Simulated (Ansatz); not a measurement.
Partial pair distribution functions of a relaxed model of amorphous Si₂₄O₄₅N₂, broadened by 0.06 Å; density 2.20 g/cm³. Method: PBE, scalar-relativistic without spin-orbit coupling (plane waves to 420 eV, PAW; Ansatz, an electronic-structure program).

The cell was made by melting and quenching with the CHGNet potential and then relaxed with DFT. O and N atoms were pushed apart under 1.9 Å during the dynamics, to hinder bonds among them. The hot cell started wider than the set density and was brought back towards it in steps. It is the lowest in DFT energy of 2 quenches. It is a model cell: composition and starting density were chosen by hand, and all elements were melted together. No dispersion term was used. Its density started from a set value of 2.20 and ended at 2.20 g/cm³. Cooling (nominally 480 K/ps over its main leg) ran many orders faster than in experiment, which tends to leave more defects and strain. Values belong to this one cell and scatter from quench to quench. The volume was held where the preparation left it and the shape relaxed, at a PBE pressure of 0.0 GPa.

```csv
r (Å),g Si-O,g Si-N,g Si-Si,g O-O
1.35,0.00,0.00,0.00,0.00
1.45,0.25,0.15,0.00,0.00
1.55,6.68,4.82,0.00,0.00
1.65,15.55,15.05,0.00,0.00
1.75,3.68,5.91,0.00,0.00
1.85,0.46,2.77,0.00,0.00
1.95,0.03,2.07,0.00,0.00
2.05,0.00,0.10,0.00,0.00
2.15,0.00,0.00,0.01,0.00
2.25,0.00,0.00,0.18,0.01
2.35,0.00,0.00,0.40,0.11
2.45,0.00,0.00,0.36,0.50
2.55,0.00,0.00,0.09,2.98
2.65,0.00,0.00,0.06,6.59
2.75,0.10,0.00,0.93,4.05
2.85,0.21,0.00,3.51,1.46
2.95,0.17,0.00,3.86,0.63
3.05,0.43,0.00,2.18,0.40
3.15,0.77,0.00,2.31,0.50
3.25,0.99,0.00,1.84,0.31
3.35,0.98,0.00,0.60,0.43
3.45,0.94,0.12,0.03,0.67
3.55,1.23,0.87,0.00,0.69
3.65,1.28,0.58,0.00,0.64
3.75,1.13,1.42,0.09,0.69
3.85,1.08,1.78,0.34,0.67
3.95,1.60,1.65,0.69,0.68
4.05,1.79,1.03,0.75,0.61
4.15,1.96,1.98,0.69,0.71
4.25,1.65,2.29,0.70,0.71
4.35,1.09,1.15,0.54,0.76
4.45,0.84,1.61,0.56,0.90
4.55,0.75,0.68,1.36,1.12
4.65,0.69,0.57,1.20,1.07
4.75,0.49,0.43,1.05,0.83
4.85,0.69,0.68,1.42,1.32
4.95,0.78,1.21,1.25,1.69
5.05,0.71,1.71,1.31,1.67
```

Within 1.98 Å each Si has 3.79 O neighbours on average.
